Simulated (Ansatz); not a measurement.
**Cu: energy against strain**

Cu (fcc, Fm-3m, 11.315 Å³/atom at rest, cube axes along x, y and z) under a strain ε along a cube axis (axis z), the other axes held. PBEsol in Ansatz, a plane-wave DFT program (PAW, default set), 420 eV, 32×32×32 Γ-centred mesh, Fermi-Dirac smearing 0.10 eV; ions are relaxed within the symmetry of each cell.

Here s stands for strain and y for E less E0.

```
strain (%)  E less E0 (meV/atom)
----------  --------------------
-3.00                          ?
-1.50                       1.66
-1.00                       0.72
-0.50                       0.17
0.00                        0.00
0.50                        0.21
1.00                        0.77
1.50                        1.70
```

Fit y of the 7 rows that show it with a parabola. Least squares gives y = 0.001 + 0.0186·s + 0.7457·s². Residuals (row less fit): 0.009, -0.008, -0.008, -0.001, 0.013, 0.005, -0.007; standard error 0.011 (degrees of freedom: 4). Twice the quadratic coefficient over the volume, 2 × 0.7457 meV × 10⁴ × 0.1602 / 11.315 Å³, is the elastic constant C11 = 211 ± 1.3 GPa.

Predict the withheld y at s = -3.00 from the fit, and compare with the calculation.

y = 0.001 + 0.0186 × (-3.0) + 0.7457 × (-3.0)² = 6.656 meV/atom. The calculation gives 6.94 meV/atom, 0.284 meV/atom above the prediction (4.1 % of the range of y in the table). The row lies outside the fitted rows, so this is an extrapolation. From the scatter of the fitted rows alone, a prediction at this place has a standard error of 0.041 meV/atom, so the miss is 6.9 times that.

One order more, fitted to all 13 runs of the series, follows each within 0.01, so the miss is the next term of a smooth law. In a metal these values are sensitive to mesh and smearing; energies are taken to zero smearing, stresses follow the free energy. Rows are the converged runs of the series near zero and its far end; series whose fitted rows scatter by over a few per cent of the range, as at a crossing or softening among them, aren't shown in this form. Most that stay on the fit to the last digits aren't either.
